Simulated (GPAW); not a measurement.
GPAW run on Zr₂Al₃Zn (R-3m, 6 atoms in the cell): self-consistent single point

Method of the run: PBEsol, GPAW PAW datasets PBEsol (made by gpaw-setup) (plane waves; GPAW).

The input file:

```python
from ase import Atoms
from ase.units import GPa
from gpaw import GPAW, PW

atoms = Atoms(['Zr', 'Zr', 'Al', 'Al', 'Al', 'Zn'],
              cell=[[2.665960, 1.539193, 4.267845],
                    [-2.665960, 1.539193, 4.267845],
                    [0.000000, -3.078386, 4.267845]],
              scaled_positions=[[0.624513, 0.624513, 0.624513],
                                [0.375487, 0.375487, 0.375487],
                                [0.000000, 0.500000, 0.000000],
                                [0.000000, 0.000000, 0.500000],
                                [0.500000, 0.000000, 0.000000],
                                [0.000000, 0.000000, 0.000000]],
              pbc=True)

calc = GPAW(mode=PW(850),
            xc='PBEsol',
            kpts=(7, 7, 7),
            occupations={'name': 'methfessel-paxton', 'width': 0.136, 'order': 0},
            nbands=-10,
            convergence={'density': 1e-05},
            symmetry={'symmorphic': False, 'tolerance': 0.0005},
            maxiter=150)

atoms.calc = calc

energy = atoms.get_potential_energy()
print('Energy (eV):', round(energy, 6))
forces = atoms.get_forces()
print('Forces (eV/Ang):')
print(forces.round(5))
stress = atoms.get_stress()
print('Stress (GPa, Voigt):', (stress / GPa).round(4))
```

The program printed (abridged):

```
Input parameters:
  convergence: {density: 1e-05}
  kpts: [7 7 7]
  maxiter: 150
  mode: {ecut: 850.0,
         name: pw}
  nbands: -10
  occupations: {name: methfessel-paxton,
                order: 0,
                width: 0.136}
  symmetry: {symmorphic: False,
             tolerance: 0.0005}
  xc: PBEsol

species:
  Zr:
    name: Zirconium
    Z: 40.0
    valence: 12
    core: 28
    charge: 0.0
    file: Zr.PBEsol.gz

    # Using partial waves for Zr as LCAO basis

  Al:
    name: Aluminium
    Z: 13.0
    valence: 3
    core: 10
    charge: 0.0
    file: Al.PBEsol.gz

    # Using partial waves for Al as LCAO basis

  Zn:
    name: Zinc
    Z: 30.0
    valence: 12
    core: 18
    charge: 0.0
    file: Zn.PBEsol.gz

    # Using partial waves for Zn as LCAO basis

Reference energy: -264268.830552  # eV

Spin-paired calculation

Convergence criteria:
 Maximum [total energy] change in last 3 cyles: 0.0005 eV / valence electron
 Maximum integral of absolute [dens]ity change: 1e-05 electrons / valence electron
 Maximum integral of absolute [eigenst]ate change: 4e-08 eV^2 / valence electron
 Maximum number of scf [iter]ations: 150

Symmetries present (total): 12
Symmetries with fractional translations: 0
343 k-points: 7 x 7 x 7 Monkhorst-Pack grid
44 k-points in the irreducible part of the Brillouin zone
       k-points in crystal coordinates                weights
   0:     0.00000000    0.00000000    0.00000000          1/343
   1:     0.14285714    0.00000000   -0.14285714          6/343
   2:     0.14285714    0.00000000    0.00000000          6/343
   [... 7 lines left out ...]
          ...
  43:     0.42857143    0.42857143    0.42857143          2/343

Wave functions: Plane wave expansion
  Cutoff energy: 850.000 eV
  Number of coefficients (min, max): 5896, 5939
  Pulay-stress correction: 0.000000 eV/Ang^3 (de/decut=0.000000)

Occupation numbers: Methfessel-Paxton:
  width: 0.1360  # eV
  order: 0

Eigensolver

Densities:
  Coarse grid: 36*36*36 grid
  Fine grid: 72*72*72 grid
  Total Charge: 0.000000

Density mixing:
  Method: separate
  Backend: pulay
  Linear mixing parameter: 0.05
  old densities: 5
  Damping of long wavelength oscillations: 50

Hamiltonian:
  XC and Coulomb potentials evaluated on a 72*72*72 grid
  External potential:
    NoExternalPotential

XC parameters: PBEsol with 2 nearest neighbor stencil

Number of atoms: 6
Number of atomic orbitals: 47
Number of bands in calculation: 32
Number of valence electrons: 45
Bands to converge: occupied

Density initialized from atomic densities
  32 bands from LCAO basis set

Atomic positions and initial magnetic moments

Positions:
   0 Zr    -0.000000   -0.000000    7.995974    ( 0.0000,  0.0000,  0.0000)
   1 Zr     0.000000    0.000000    4.807561    ( 0.0000,  0.0000,  0.0000)
   2 Al    -1.332980    0.769597    2.133923    ( 0.0000,  0.0000,  0.0000)
   3 Al     0.000000   -1.539193    2.133923    ( 0.0000,  0.0000,  0.0000)
   4 Al     1.332980    0.769597    2.133923    ( 0.0000,  0.0000,  0.0000)
   5 Zn     0.000000    0.000000    0.000000    ( 0.0000,  0.0000,  0.0000)

Unit cell:
           periodic     x           y           z      points  spacing
  1. axis:    yes    2.665960    1.539193    4.267845    36     0.1207
  2. axis:    yes   -2.665960    1.539193    4.267845    36     0.1207
  3. axis:    yes    0.000000   -3.078386    4.267845    36     0.1207

  Lengths:   5.262220   5.262220   5.262220
  Angles:   60.878266  60.878266  60.878258

Effective grid spacing dv^(1/3) = 0.1311

     iter     time        total  log10-change:
                         energy   eigst   dens
iter:   1 --:--:--   -33.513149
iter:   2 --:--:--   -33.574823   -0.37  -1.26
iter:   3 --:--:--   -33.047712   -0.95  -1.27
iter:   4 --:--:--   -33.654813   -0.73  -1.41
iter:   5 --:--:--   -33.137052   -1.77  -1.75
iter:   6 --:--:--   -33.018373   -1.59  -2.02
iter:   7 --:--:--   -32.995684   -2.83  -2.28
iter:   8 --:--:--   -32.991174   -3.21  -2.40
iter:   9 --:--:--   -32.989210c  -3.82  -2.46
iter:  10 --:--:--   -32.984918c  -3.08  -2.63
iter:  11 --:--:--   -32.985193c  -3.96  -3.29
iter:  12 --:--:--   -32.985173c  -5.08  -3.32
iter:  13 --:--:--   -32.985367c  -4.87  -3.36
iter:  14 --:--:--   -32.985368c  -4.28  -3.30
   [... 3 lines left out ...]
iter:  18 --:--:--   -32.984978c  -4.59  -3.61
iter:  19 --:--:--   -32.984952c  -5.59  -4.06
iter:  20 --:--:--   -32.984919c  -5.80  -4.16
iter:  21 --:--:--   -32.984912c  -6.56  -4.21
iter:  22 --:--:--   -32.984911c  -6.74  -4.22
iter:  23 --:--:--   -32.984908c  -7.48c -4.20
iter:  24 --:--:--   -32.984913c  -7.57c -4.21
iter:  25 --:--:--   -32.984903c  -6.76  -4.21
iter:  26 --:--:--   -32.984902c  -7.40c -4.22
iter:  27 --:--:--   -32.984904c  -7.96c -4.22
iter:  28 --:--:--   -32.984900c  -7.14  -4.22
iter:  29 --:--:--   -32.984905c  -7.25  -4.22
iter:  30 --:--:--   -32.984902c  -7.82c -4.21
iter:  31 --:--:--   -32.984901c  -7.69c -4.22
iter:  32 --:--:--   -32.984905c  -7.24  -4.22
iter:  33 --:--:--   -32.984900c  -7.22  -4.26
iter:  34 --:--:--   -32.984898c  -7.57c -4.28
iter:  35 --:--:--   -32.984895c  -6.56  -4.29
iter:  36 --:--:--   -32.984894c  -6.13  -4.33
iter:  37 --:--:--   -32.984894c  -7.39  -4.44
iter:  38 --:--:--   -32.984892c  -7.13  -4.52
iter:  39 --:--:--   -32.984890c  -7.39  -4.69
iter:  40 --:--:--   -32.984891c  -7.42c -4.80
iter:  41 --:--:--   -32.984891c  -8.17c -5.08c

Converged after 41 iterations.

Dipole moment: (0.000000, 0.000000, 0.000000) |e|*Ang

Energy contributions relative to reference atoms: (reference = -264268.830552)

Kinetic:        +12.375301
Potential:       -7.219329
External:        +0.000000
XC:             -38.798160
Entropy (-ST):   -0.026639
Local:           +0.670618
SIC:             +0.000000
--------------------------
Free energy:    -32.998210
Extrapolated:   -32.984891

Showing only first 2 kpts
 Kpt  Band  Eigenvalues  Occupancy
  0    20      5.83644    2.00000
  0    21      6.06344    2.00000
  0    22      6.06345    2.00000
  0    23      9.35044    0.00000

  1    20      6.63666    2.00000
  1    21      7.15417    2.00000
  1    22      7.51137    2.00000
  1    23      9.91667    0.00000

Fermi level: 8.17496

No gap
No difference between direct/indirect transitions
Energy (eV): -32.984891

Forces in eV/Ang:
  0 Zr    0.00000    0.00000   -0.03871
  1 Zr    0.00000    0.00000    0.03871
  2 Al    0.00000    0.00000    0.00000
  3 Al    0.00000    0.00000   -0.00000
  4 Al    0.00000    0.00000    0.00000
  5 Zn    0.00000    0.00000    0.00000

Stress tensor:
     0.021232     0.000000     0.000000
     0.000000     0.021232     0.000000
     0.000000     0.000000     0.022413
Stress (GPa, Voigt): [3.4017 3.4017 3.5909 0.     0.     0.    ]
```

The run converged in 41 iterations. GPAW prints stress with tension positive.

The starting cell comes from a database of computed structures (which also holds hypothetical and non-ambient phases and stackings), without a prior relaxation at this level. Its lattice was rescaled by a random factor within 2.5 % of one. With a pressure of about -3 GPa the cell is away from its equilibrium volume at this level.

Cost on one core of a shared machine: roughly 10 min.
